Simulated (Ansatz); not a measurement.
# ZnSe under a change: biaxial strain +2.00 %, plane normal [001], relaxed out of plane

Take ZnSe in the zinc blende structure (space group F-43m, No. 216; a = 5.633 Å) as the base. Axes: x, y, z lie along the cube axes.

One thing is altered: biaxial strain +2.00 %, plane normal [001], relaxed out of plane (Cartesian); in-plane vectors clamped, the third vector and the atoms free.

Method: PBEsol (Ansatz, a program for electronic structure; PAW; 420 eV plane waves; no spin-orbit coupling). Settings: 10×10×10 k-points, 0.05 eV Fermi–Dirac smearing.

Volume per atom: 22.68 Å³ (base 22.35 Å³)
Space group: I-4m2 (No. 119) (base F-43m (No. 216))
Shortest interatomic distance: 4.635 bohr (base 4.610 bohr)
Energy relative to the base (free energy F): +4.2 meV/atom
Pressure (mean of the normal stresses, compression positive): -0.98 GPa (base 0.00 GPa)
Band gap: 1.07 eV (base 1.24 eV)
Gap character: direct at Γ (base direct at Γ)
Electron mass: 0.085 mₑ out of plane, 0.090 mₑ in plane (at Γ) (base 0.091 mₑ (at Γ))
Hole mass: 0.089 mₑ out of plane, 0.57 mₑ in plane (at Γ)
Valence-band top at Γ (three highest levels, from the VBM): 0.00, -0.15, -0.15 eV (base 0.00, 0.00, 0.00 eV)
Valley order (the lowest conduction-band minima on the path, energy above the VBM, named in the base's zone): Γ 1.07 eV; L along [1-1-1] 2.33 eV (base Γ 1.24 eV; L along ⟨111⟩ 2.48 eV)
Out-of-plane strain: -2.43 %
Ratio −ε⊥/ε∥: 1.21
Mean in-plane stress (compression positive): -1.5 GPa

Final structure (turned so that z lies along the plane normal):

```xyz
2
Lattice="4.0630 0.0000 0.0000 0.0000 4.0630 0.0000 2.0315 -2.0315 2.7483" Properties=species:S:1:pos:R:3 pbc="T T T"
Zn     0.0000     0.0000     0.0000
Se     4.0630     2.0315     1.3741
```

Effective masses come from finite differences of ±0.01 Å⁻¹. Stability against distortions was not tested. k-point labels follow each cell's own Brillouin zone.
